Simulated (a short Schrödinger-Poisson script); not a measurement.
# Symmetric double-gate stack, SiO2 on p-type Ge(100)

Stack: symmetric double-gate stack, SiO2 on p-type Ge(100), at 200 K.

```
layer  material  thickness (nm)  Na (cm⁻³)
-----  --------  --------------  ---------
1          SiO2             3.1          -
2            Ge              20       3e15
3          SiO2             3.1          -
```

Constants are typed, rounded textbook-type inputs, not results; the design itself was drawn at random and stands for no fabricated device. SiO2: permittivity 3.9, conduction-band edge (eV) 3.1, gap (eV) 9, electron mass (mₑ) 0.5. Ge: permittivity 16, conduction-band edge (eV) 0, gap (eV) 0.664, Nv at 300 K (cm⁻³) 6e18.

Channel valleys (confinement mass, in-plane density-of-states mass, number): L4 0.12, 0.295, 4. At the gates, both at one voltage, the conduction-band edge of layer 1 lies 3.46 eV − eVg above the Fermi level of the channel. Gaps are held at their typed values at every temperature. Mesh 0.03 nm at interfaces.

From a short Schrödinger-Poisson script (our own, NumPy): 1D Poisson equation in equilibrium, electrons quantum, Hartree (BenDaniel-Duke, 12 states a valley, the channel's in-plane mass for all, wave functions free to enter the dielectric), parabolic valleys, classical holes, full ionisation, no traps, pinning or gate leakage.

```csv
Vg (V),electrons (cm⁻²),C (μF/cm²),L4 E0 (meV),L4 E1 (meV)
0.2,6.84e8,0.00652,167.6,188.3
0.4,7.98e11,1.36,46.7,62.8
0.6,2.73e12,1.67,26.9,36.3
0.8,4.90e12,1.79,17.3,22.9
1,7.17e12,1.85,10.4,14.0
1.2,9.51e12,1.89,4.7,7.1
1.4,1.19e13,1.92,-0.2,1.5
1.6,1.43e13,1.95,-4.6,-3.3
1.8,1.68e13,1.96,-8.6,-7.7
```

Gate voltages with under 1e6 electrons/cm² are left out.

Subbands count from the Fermi level. The capacitance is that of both gates.

Only the L valleys are kept; under strong confinement the Δ valleys of Ge fill too.
